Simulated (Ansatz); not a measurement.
# Worked example: self-consistent single point of a (101) slab of Sr(NiAs)2 (cut from a parent of space group no. 139; 20 atoms in the cell) in Ansatz

Level of theory: PBEsol, default PAW files made with PBE (plane waves; Ansatz, a program for electronic structure).

Input:

Ansatz 0.2 input:
```yaml
crystal:
  lattice:
    - [4.07326000, 0.00000000, 0.00000000]
    - [0.00000000, 11.72168600, 0.00000000]
    - [0.00000000, 0.00000000, 18.52910000]
  atoms:
    - { symbol: Sr, position: [0.00000000, 0.03144700, 0.39693200] }
    - { symbol: Sr, position: [0.50000000, 0.53144700, 0.39693200] }
    - { symbol: Sr, position: [0.00000000, 0.91069200, 0.60306800] }
    - { symbol: Sr, position: [0.50000000, 0.41069200, 0.60306800] }
    - { symbol: Ni, position: [0.50000000, 0.25125800, 0.44846800] }
    - { symbol: Ni, position: [0.00000000, 0.31163500, 0.34540300] }
    - { symbol: Ni, position: [0.00000000, 0.75125800, 0.44846800] }
    - { symbol: Ni, position: [0.50000000, 0.81163500, 0.34540300] }
    - { symbol: Ni, position: [0.50000000, 0.13050300, 0.65459700] }
    - { symbol: Ni, position: [0.00000000, 0.19088100, 0.55153200] }
    - { symbol: Ni, position: [0.00000000, 0.63050300, 0.65459700] }
    - { symbol: Ni, position: [0.50000000, 0.69088100, 0.55153200] }
    - { symbol: As, position: [0.50000000, 0.21955200, 0.32381500] }
    - { symbol: As, position: [0.00000000, 0.34334100, 0.47005500] }
    - { symbol: As, position: [0.00000000, 0.71955200, 0.32381500] }
    - { symbol: As, position: [0.50000000, 0.84334100, 0.47005500] }
    - { symbol: As, position: [0.50000000, 0.09879700, 0.52994500] }
    - { symbol: As, position: [0.00000000, 0.22258700, 0.67618500] }
    - { symbol: As, position: [0.00000000, 0.59879700, 0.52994500] }
    - { symbol: As, position: [0.50000000, 0.72258700, 0.67618500] }
basis:
  ecutwfc: 420.0 eV
kpoints:
  mp_grid: { grid: [5, 2, 1] }
hamiltonian:
  xc: pbesol
  pseudopotentials: { kind: paw }
scf:
  occupations: { method: cold, width: 0.2 eV }
output:
  forces: true
  eigenvalues: true
  stress: true
```

Log, with long lists cut:

```
WARN the atoms were moved onto the symmetric positions of the space group found under crystal.symmetry.tolerance 1.0e-5 (fractional …
WARN ansatz: RAYON_NUM_THREADS=1 ignored (pool sized by the plan → 1); use --threads N
Pseudopotentials: kind: paw
Pseudopotential: Sr, paw, valence charge 10
Pseudopotential: Ni, paw, valence charge 18
Pseudopotential: As, paw, valence charge 15
Crystal: 20 atoms, lattice volume = 884.681 Å³
Basis set: ecut = 420 eV, 17299 PW (Γ), exchange–correlation on 60×160×250 points (8 copies of the dense FFT grid, shifted against one another)
Bands: 183, of which v1, the nominal top of the filled ones, is band 152 counted from 1 (151 counted from 0)
Symmetry: 8 space group operations
Space group: C2/m (ITA 12), of the structure as read, at distance tolerance 9.6e-5 Å
k-points: 6 of 10
PAW frozen core: Sr, regenerated for the run's functional, and the local potential with it
PAW frozen core: Ni, regenerated for the run's functional, and the local potential with it
PAW frozen core: As, regenerated for the run's functional, and the local potential with it
Initial density: superposition of atomic densities (neutral atoms: chi_scale 0, normalization atom), corrected by the library's trained network
Initial wavefunctions: pseudopotential atomic-orbital guess
Eigensolver: davidson
Functional: x = pbesol(κ = 0.804, μ = 0.12345679012345678), c = pbesol(β = 0.046)
SCF iter   1: F=—  HF=-98919.806750 eV  |F-HF|=—  |Δ(HF+E_count)|=         —  Δρ=1.04e-2  dr2=6.69e-1  ethr=1.77e-3  ⟨swp⟩=13.2  Hψ=5962  notcnv=0
all-band conjugate gradients solve this SCF's bands
preconditioner: auto → LDOS
SCF iter   2: F=—  HF=-98919.804499 eV  |F-HF|=—  |Δ(HF+E_count)|=   2.25e-3  S|Δr|=    0.00e0  Δρ=8.81e-3  dr2=3.51e-1  ethr=2.20e-4  ⟨swp⟩=2.0  Hψ=2195  notcnv=0  defer=114
SCF iter   3: F=—  HF=-98919.730990 eV  |F-HF|=—  |Δ(HF+E_count)|=   7.35e-2  S|Δr|=    0.00e0  Δρ=1.78e-3  dr2=4.19e-2  ethr=1.15e-4  ⟨swp⟩=2.0  Hψ=1367  notcnv=0  defer=114
SCF iter   4: F=—  HF=-98919.730819 eV  |F-HF|=—  |Δ(HF+E_count)|=   1.70e-4  S|Δr|=    0.00e0  Δρ=1.44e-3  dr2=1.73e-2  ethr=1.38e-5  ⟨swp⟩=2.5  Hψ=1458  notcnv=0  defer=114
SCF iter   5: F=—  HF=-98919.730975 eV  |F-HF|=—  |Δ(HF+E_count)|=   1.55e-4  S|Δr|=    0.00e0  Δρ=5.30e-4  dr2=1.74e-3  ethr=5.69e-6  ⟨swp⟩=2.0  Hψ=1208  notcnv=0  defer=114
SCF iter   6: F=—  HF=-98919.731166 eV  |F-HF|=—  |Δ(HF+E_count)|=   1.92e-4  S|Δr|=    0.00e0  Δρ=1.07e-4  dr2=5.79e-5  ethr=5.72e-7  ⟨swp⟩=2.0  Hψ=1321  notcnv=0  defer=114
SCF iter   7: F=—  HF=-98919.731175 eV  |F-HF|=—  |Δ(HF+E_count)|=   8.69e-6  S|Δr|=    0.00e0  Δρ=8.07e-5  dr2=4.86e-5  ethr=1.90e-8  ⟨swp⟩=3.3  Hψ=2240  notcnv=0  defer=27
SCF iter   8: F=—  HF=-98919.731183 eV  |F-HF|=—  |Δ(HF+E_count)|=   7.76e-6  S|Δr|=    0.00e0  Δρ=3.28e-5  dr2=7.96e-6  ethr=1.60e-8  ⟨swp⟩=1.0  Hψ=977  notcnv=0  defer=27
SCF iter   9: F=—  HF=-98919.731184 eV  |F-HF|=—  |Δ(HF+E_count)|=   1.29e-6  S|Δr|=    0.00e0  Δρ=5.57e-6  dr2=2.45e-7  ethr=2.62e-9  ⟨swp⟩=2.0  Hψ=1105  notcnv=0  defer=27
SCF iter  10: F=-98919.731185 eV  HF=-98919.731185 eV  |F-HF|=5.62e-9  |Δ(HF+E_count)|=   1.16e-6  S|Δr|=    0.00e0  Δρ=1.60e-6  dr2=2.33e-8  ethr=3.29e-11  ⟨swp⟩=13.2  Hψ=5646  notcnv=0
SCF 1 converged in 10 iterations: F = -98919.731185 eV  dr2 = 2.33e-8
SCF converged after 10 iterations
Stability not checked (fill_not_monotonic)
Free energy (F): -98919.731185 eV
Harris-Foulkes:  -98919.731185 eV  (|F-HF|=5.62e-9)
Internal energy: -98919.602162 eV  (E = F + TS)
E sigma→0 (E₀):  -98919.688177 eV
Entropy (-TS):   -0.129023 eV (-6.451 meV/atom)
Fermi energy:    2.535657 eV
Step filling:    the computed levels leave a gap of 0.0328 eV = 0.2 smearing widths
--- Per-component energies (eV) ---
  E_band       = -7901.793117
  E_kinetic    = 4075.174550
  E_local      = -244904.312715  (includes V_loc(G=0)·N_el)
  E_nonlocal   = 602.651091
  E_hartree    = 118524.362436
  E_xc         = -1982.483685
  E_vxc        = -2142.208460  (∫ρ·V_xc dr)
  E_paw        = -37722.926238  (= ΣΔE_a)
  E_vpaw       = -2581.824006  (= ΣTr[D̂ρ^β])
  E_aug_tail   = 0.003720  (compensation charges beyond the density's cutoff)
  E_ewald      = 62478.081550
  E_core_change = 9.847130  (= ΣΔE_core)
  E_smearing   = -0.129023  (= −TS)
  E_closure    = 0.000000  (closes the sum)
  Σ components = -98919.731185   (vs F -98919.731185, Δ=0.00e0)
--- Forces (eV/Å), atoms counted from 1 ---
  atom   1  Sr    -0.00000000     0.23249818    -0.44086542
  atom   2  Sr    -0.00000000     0.23249818    -0.44086542
  atom   3  Sr     0.00000000    -0.23249818     0.44086542
  atom   4  Sr     0.00000000    -0.23249818     0.44086542
  atom   5  Ni     0.00000000     0.14152233    -0.10247944
  atom   6  Ni     0.00000000    -0.99189090     1.00573361
  atom   7  Ni     0.00000000     0.14152233    -0.10247944
  atom   8  Ni     0.00000000    -0.99189090     1.00573361
  atom   9  Ni     0.00000000     0.99189090    -1.00573361
  atom  10  Ni    -0.00000000    -0.14152233     0.10247944
  atom  11  Ni     0.00000000     0.99189090    -1.00573361
  atom  12  Ni    -0.00000000    -0.14152233     0.10247944
  atom  13  As     0.00000000     0.58209051     0.01040214
  atom  14  As    -0.00000000     0.06870123    -0.39025948
  atom  15  As     0.00000000     0.58209051     0.01040214
  atom  16  As    -0.00000000     0.06870123    -0.39025948
  atom  17  As     0.00000000    -0.06870123     0.39025948
  atom  18  As    -0.00000000    -0.58209051    -0.01040214
  atom  19  As     0.00000000    -0.06870123     0.39025948
  atom  20  As    -0.00000000    -0.58209051    -0.01040214
  max |Σ_I F_I| component: 1.18e-16 eV/Å
--- Stress (GPa, compression-positive) ---
       -2.800685       0.000000       0.000000
        0.000000      -2.672350       0.234536
        0.000000       0.234537      -1.273579
  P = ⅓ Tr σ = -2.2489 GPa (-22.489 kbar)
  The stress holds the Pulay correction. Without it, at fixed plane waves, as pw.x and ABINIT print it: P = -2.2594 GPa
--- Band table (eV; the first three rows and the last of 6) ---
  k-point 0: bands = ["-100.4997", "-100.4997", "-100.4982", "-100.4982", "-100.0977", "-100.0977", "-100.0977", "-100.0977", "-61.0930", "-61.0930", "-61.0898", "-61.0898", "-61.0823", "-61.0823", "-61.0795", "-61.0795", "-61.0127", "-61.0127", [...]
  k-point 1: bands = ["-100.4997", "-100.4997", "-100.4982", "-100.4982", "-100.0977", "-100.0977", "-100.0977", "-100.0977", "-61.0930", "-61.0930", "-61.0898", "-61.0898", "-61.0823", "-61.0823", "-61.0795", "-61.0795", "-61.0127", "-61.0127", [...]
  k-point 2: bands = ["-100.4995", "-100.4995", "-100.4983", "-100.4983", "-100.0977", "-100.0977", "-100.0977", "-100.0977", "-61.0931", "-61.0931", "-61.0907", "-61.0907", "-61.0815", "-61.0815", "-61.0794", "-61.0794", "-61.0125", "-61.0125", [...]
  k-point 5: bands = ["-100.4991", "-100.4991", "-100.4987", "-100.4987", "-100.0977", "-100.0977", "-100.0977", "-100.0977", "-61.0931", "-61.0931", "-61.0923", "-61.0923", "-61.0803", "-61.0803", "-61.0796", "-61.0796", "-61.0120", "-61.0120", [...]
```

The run converged in 10 iterations.

The starting cell comes from a database of computed structures (which also holds hypothetical and non-ambient phases and stackings), without a prior relaxation at this level. The slab is cut from that crystal, and its faces are unrelaxed. Spin polarisation is off, so a magnetic state, if there is one, cannot be reached. Forces in this geometry exceed 1 eV/Å.

Cost on one core of a shared machine: roughly 2 min.
